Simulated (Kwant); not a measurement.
Model system: wire with a side stub in a Ge (holes) two-dimensional gas. Effective mass 0.06 mₑ, grid spacing 2.7 nm, hard walls, nominal width 80 nm (29 grid rows, so walls 81 nm apart), one parabolic valley, scattering region 240 nm long along x; energies count from the band bottom; Fermi energy swept from 0.0007834 to 0.0093028 eV. Closed stub on one side, 87 nm wide and 53 nm deep.

Constants are typed, rounded textbook-type inputs, not results; the design itself was drawn at random and stands for no fabricated device.

Model: effective-mass tight-binding model on a square grid, one spin, coherent transport at 0 K (Kwant). Conductance is in e²/h.

Q: How many channels do the leads carry at E = 6.51, 6.80 meV?

A: The hard-wall thresholds are n² ħ²π²/(2mW²) = n² × 0.955 meV with W = 81 nm. √(6.51/0.955) = 2.61, so 2. √(6.80/0.955) = 2.67, so 2.
